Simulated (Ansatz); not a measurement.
Base system: WSi2 (space group I4/mmm, No. 139; a = 3.211 Å, c = 7.805 Å; relaxed with 0.1 eV smearing). Axes: x, y, z lie along a, b, c of the conventional cell.

All numbers come from Ansatz (a program for electronic structure) r2SCAN, scalar-relativistic without spin-orbit coupling.

For the base:

The band gap comes out as zero and the pressure comes out as 0.0 GPa. The shortest interatomic distance is 2.578 Å.

It is then changed as follows: the cell is stretched by 0.81 % along x with no lateral relaxation, atoms relaxed at fixed cell.

### Question
Estimate the effect on the band gap, pressure and shortest interatomic distance.

### Answer
The band gap stays zero; the pressure (mean of the normal stresses, compression positive) goes from zero to -1.8 GPa; the shortest interatomic distance is nearly the same (2.578 Å against 2.577 Å).

The cells carry an imposed strain or load. Stability against distortions was not tested. All final runs are without spin polarisation.
